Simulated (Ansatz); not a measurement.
The reference is BeS in the zinc blende structure (space group F-43m, No. 216; a = 4.8381 Å). Axes: x, y, z lie along the cube axes.

All numbers come from PBEsol (Ansatz, a quantum-chemistry and plane-wave program, PAW, without spin-orbit coupling).

Modification: uniaxial strain ε_zz = +1.50 %, all other strain components held at zero; the atoms relax in the strained cell.

Task: Predict the stress tensor and what it implies for the stiffness.

Result: Stress of the strained cell less that of the base (GPa, compression positive):
```
  -0.93    0.00    0.00
   0.00   -0.93    0.00
   0.00    0.00   -2.37
```

Then −Δσ_ii/ε with ε = 0.0150 gives secant stiffness values (nonlinear terms included at this strain): C33 ≈ 158 GPa, C13 ≈ 62 GPa and C23 ≈ 62 GPa.

Whether these cells are dynamically stable was not tested.
